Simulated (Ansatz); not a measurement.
# Hf: pressure series

Take Hf in the hcp (Mg type) structure (space group P6_3/mmc, No. 194; a = 3.1591 Å, c = 4.9999 Å) as the base.

Cell and atoms are relaxed at each pressure.

Calculations: PBEsol in Ansatz (plane waves to 420 eV, PAW, scalar-relativistic without spin-orbit coupling).

```tsv
P (GPa)	V (Å³/atom)
-2.00	22.003
-1.00	21.801
1.80	21.275
4.20	20.865
9.00	20.134
18.00	19.006
30.00	17.833
45.00	16.682
60.00	15.752
```

### Question
Fit a third-order Birch–Murnaghan equation of state.

### Answer
Least squares on P(V) = (3B₀/2)[(V₀/V)^(7/3) − (V₀/V)^(5/3)]·[1 + (3/4)(B₀′ − 4)((V₀/V)^(2/3) − 1)] gives V₀ = 21.60 Å³/atom, B₀ = 114 GPa and B₀′ = 3.3.

Load acts through the strain it causes; cell and atoms are relaxed under it. Whether these cells are dynamically stable was not tested. Competing high-pressure phases were not computed. The final runs are not spin-polarised.

Ansatz is a quantum-chemistry and plane-wave program.
